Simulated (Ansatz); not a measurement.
The starting structures come from a database of crystals and need not be the phases stable at ambient conditions.

By PBEsol, the system below comes out a metal.

Without scattering a metal conducts by its projected Fermi surface.

Given:

```
CELL_PARAMETERS angstrom
      3.65077     0.00000     0.00000
     -1.82538     3.16166     0.00000
      1.82539     1.05389     8.72495
ATOMIC_POSITIONS crystal
  Y  0.00000 0.00000 0.00000
  Y  0.55775 0.77888 0.66337
  Y  0.44225 0.22112 0.33663
```

Space group of this cell: R-3m. The cell is taken as given; by PBEsol its mean pressure is -3.0 GPa.

The current flows along the normal of the first two printed cell vectors, the (001) plane of the conventional cell. No spin-orbit coupling; the value is a mean over 0.1 eV about the Fermi level.

Compute, with PBEsol (Ansatz, a program for electronic structure), the ballistic conductance per area.

0.55 × 10¹⁵ S/m² for both spins.
